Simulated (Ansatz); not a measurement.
## Hypothetical R-3 C: carrier doping

The parent structure is C (space group R-3, No. 148; a = 6.318 Å, c = 3.846 Å (hexagonal axes); a hypothetical phase, not in the database extracts checked).

Carriers are added at fixed cell with a uniform background; the Fermi–Dirac width is that of 300 K.

The values are results of PBEsol (Ansatz, an electronic-structure program, PAW, no SOC), not measurements.

Candidates:
(a) electrons 2.0×10^21 cm⁻³
(b) electrons 2.0×10^22 cm⁻³
(c) holes 1.0×10^22 cm⁻³
(d) holes 2.0×10^21 cm⁻³

Before the change:

| Item | Value |
|---|---|
| Gap between the host's bands | 3.33 eV |

### Question
Order them by gap between the host's bands, highest first.

### Answer
(a) electrons 2.0×10^21 cm⁻³ (3.30 eV), (d) holes 2.0×10^21 cm⁻³ (3.27 eV), (c) holes 1.0×10^22 cm⁻³ (3.12 eV), (b) electrons 2.0×10^22 cm⁻³ (2.85 eV)

Carriers are added with a uniform compensating background; total energy and stress of such cells depend on the potential's zero and are not compared; many-body gap narrowing is missing at this level. Stability against distortions was not tested.
